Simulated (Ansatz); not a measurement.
An Ansatz (a quantum-chemistry and plane-wave program) run: hypothetical fluorite ZrSe2 with a change (x(Pb) = 0.25, 6 atoms, P-4m2); PBEsol/PAW in Ansatz, no SOC, earlier PAW set.

Input:

Ansatz 0.2 input:
```yaml
crystal:
  lattice:
    - [4.5932322276, 0, 0]
    - [0, 4.5932322276, 0]
    - [0, 0, 6.9716303636]
  atoms:
    - { symbol: Zr, position: [0.5, 0, 0.7924343623] }
    - { symbol: Zr, position: [0, 0.5, 0.2075656377] }
    - { symbol: Se, position: [0, 0, 0.5] }
    - { symbol: Se, position: [0.5, 0.5, 0] }
    - { symbol: Se, position: [0, 0, 0] }
    - { symbol: Pb, position: [0.5, 0.5, 0.5] }
basis: { ecutwfc: 420, ecutrho_ratio: 4, xc_grid: 2, fft_grid_basis: typed }
kpoints: { mp_grid: { grid: [10, 10, 7] } }
hamiltonian:
  xc: pbesol
  dispersion: none
  pseudopotentials: { azcp: { folder: ./paw }, kind: paw }
scf: { occupations: { method: fermi_dirac, width: 0.05 }, convergence: { dr2_threshold: 0.0000000006 } }
output: { forces: true, stress: true }
checkpoint: { write: state.ck, write_every: 1000 }
```

Output:

```
WARN ansatz: RAYON_NUM_THREADS=2 ignored (pool sized by the plan → 2); use --threads N
Pseudopotentials: kind: paw
Pseudopotential: Zr, paw, valence charge 12
Pseudopotential: Se, paw, valence charge 16
Pseudopotential: Pb, paw, valence charge 14
Functional definition: PBEsol
Crystal: 6 atoms, lattice volume = 147.086 Å³
Basis set: ecut = 420 eV, 2855 PW (Γ), exchange–correlation on 64×64×96 points (8 copies of the dense FFT grid, shifted against one another)
Bands: 49, of which v1, the nominal top of the filled ones, is band 43 counted from 1 (42 counted from 0)
Symmetry: 8 space group operations
Space group: P-4m2 (ITA 115), of the structure as read, at distance tolerance 5.3e-5 Å
k-points: 84 of 700 (time reversal used)
PAW frozen core: Zr, regenerated for the run's functional, and the local potential with it
PAW frozen core: Se, regenerated for the run's functional, and the local potential with it
PAW frozen core: Pb, regenerated for the run's functional, and the local potential with it
Initial density: superposition of atomic densities (chi_scale 0.1, normalization cell, long waves kept (reshape's long-wave potential 0.01 eV rms))
Initial wavefunctions: pseudopotential atomic-orbital guess
Eigensolver: davidson
Functional: x = pbesol(κ = 0.804, μ = 0.12345679012345678), c = pbesol(β = 0.046)
SCF iter   1: F=—  HF=-36294.884044 eV  |F-HF|=—  |Δ(HF+E_count)|=         —  Δρ=7.47e-2  dr2=2.07e1  ethr=3.10e-3  ⟨swp⟩=6.4  Hψ=15633  notcnv=0
all-band conjugate gradients solve this SCF's bands
preconditioner: auto → LDOS
SCF iter   2: F=—  HF=-36291.808102 eV  |F-HF|=—  |Δ(HF+E_count)|=    3.08e0  Δρ=3.56e-2  dr2=2.23e0  ethr=3.10e-3  ⟨swp⟩=4.1  Hψ=9637  notcnv=0
SCF iter   3: F=—  HF=-36291.199496 eV  |F-HF|=—  |Δ(HF+E_count)|=   6.09e-1  Δρ=7.19e-3  dr2=1.03e-1  ethr=2.59e-3  ⟨swp⟩=2.8  Hψ=8948  notcnv=0
SCF iter   4: F=—  HF=-36291.164785 eV  |F-HF|=—  |Δ(HF+E_count)|=   3.47e-2  Δρ=2.57e-3  dr2=1.43e-2  ethr=1.19e-4  ⟨swp⟩=2.1  Hψ=8090  notcnv=0
SCF iter   5: F=—  HF=-36291.160708 eV  |F-HF|=—  |Δ(HF+E_count)|=   4.08e-3  Δρ=9.06e-4  dr2=2.31e-3  ethr=1.67e-5  ⟨swp⟩=2.0  Hψ=7664  notcnv=0
SCF iter   6: F=—  HF=-36291.160521 eV  |F-HF|=—  |Δ(HF+E_count)|=   1.87e-4  Δρ=2.70e-4  dr2=1.81e-4  ethr=2.69e-6  ⟨swp⟩=3.0  Hψ=7943  notcnv=0
SCF iter   7: F=—  HF=-36291.160498 eV  |F-HF|=—  |Δ(HF+E_count)|=   2.29e-5  Δρ=6.38e-5  dr2=7.27e-6  ethr=2.11e-7  ⟨swp⟩=2.0  Hψ=7159  notcnv=0
SCF iter   8: F=—  HF=-36291.160520 eV  |F-HF|=—  |Δ(HF+E_count)|=   2.14e-5  Δρ=1.80e-5  dr2=4.65e-7  ethr=8.45e-9  ⟨swp⟩=2.0  Hψ=7643  notcnv=0
SCF iter   9: F=—  HF=-36291.160520 eV  |F-HF|=—  |Δ(HF+E_count)|=   3.73e-9  Δρ=5.30e-6  dr2=3.45e-8  ethr=5.41e-10  ⟨swp⟩=2.0  Hψ=7644  notcnv=0
SCF iter  10: F=—  HF=-36291.160520 eV  |F-HF|=—  |Δ(HF+E_count)|=   1.42e-8  Δρ=1.53e-6  dr2=2.60e-9  ethr=4.01e-11  ⟨swp⟩=2.0  Hψ=7597  notcnv=0
SCF iter  11: F=-36291.160520 eV  HF=-36291.160520 eV  |F-HF|=1.82e-10  |Δ(HF+E_count)|=   2.68e-9  Δρ=3.63e-7  dr2=2.26e-10  ethr=1.00e-12  ⟨swp⟩=5.0  Hψ=16120  notcnv=0
SCF 1 converged in 11 iterations: F = -36291.160520 eV  dr2 = 2.26e-10
SCF converged after 11 iterations
Free energy (F): -36291.160520 eV
Harris-Foulkes:  -36291.160520 eV  (|F-HF|=1.82e-10)
Internal energy: -36291.124461 eV  (E = F + TS)
E sigma→0 (E₀):  -36291.142490 eV
Entropy (-TS):   -0.036059 eV (-6.010 meV/atom)
Fermi energy:    11.229361 eV
--- Per-component energies (eV) ---
  E_band       = -1357.121024
  E_kinetic    = 1262.351859
  E_local      = -10419.967402  (includes V_loc(G=0)·N_el)
  E_nonlocal   = -598.145100
  E_hartree    = 5103.651169
  E_xc         = -766.298360
  E_vxc        = -775.569140  (∫ρ·V_xc dr)
  E_paw        = -22323.892774  (= ΣΔE_a)
  E_vpaw       = -1033.092340  (= ΣTr[D̂ρ^β])
  E_aug_tail   = -0.001211  (compensation charges beyond the density's cutoff)
  E_ewald      = -8552.241610
  E_core_change = 3.418968  (= ΣΔE_core)
  E_smearing   = -0.036059  (= −TS)
  E_closure    = 0.000000  (closes the sum)
  Σ components = -36291.160520   (vs F -36291.160520, Δ=0.00e0)
  [band-id]    e_kinetic+e_local+e_nonlocal+2·e_hartree+e_vxc+e_vpaw+e_augmentation_tail = -1357.120995   (vs E_band -1357.121024, Δ=2.91e-5)
--- Forces (eV/Å), atoms counted from 1 ---
  atom   1  Zr     0.00000000     0.00000000     0.00049107
  atom   2  Zr     0.00000000     0.00000000    -0.00049107
  atom   3  Se     0.00000000     0.00000000     0.00000000
  atom   4  Se    -0.00000000     0.00000000     0.00000000
  atom   5  Se     0.00000000     0.00000000     0.00000000
  atom   6  Pb    -0.00000000     0.00000000     0.00000000
  max |Σ_I F_I| component: 5.20e-18 eV/Å
--- Stress (GPa, compression-positive) ---
        0.009065       0.000000      -0.000000
        0.000000       0.009065       0.000000
       -0.000000       0.000000       0.006058
  P = ⅓ Tr σ = 0.0081 GPa (0.081 kbar)
  The stress holds the Pulay correction. Without it, at fixed plane waves, as pw.x and ABINIT print it: P = -0.0054 GPa
  The stress includes an estimate of the error left by incomplete SCF convergence (largest component 0.0000 GPa).
--- Band table ---
  band table: none
```

These are small ordered cells, not random alloys; other orderings at the same x differ. Stability against distortions was not tested. All final runs are without spin polarisation. The cell was made from ZrSe2 by this change: x(Pb) = 0.25, 6 atoms, P-4m2. Zr2PbSe3 has a high density of states at the Fermi level and may be magnetic at this level.
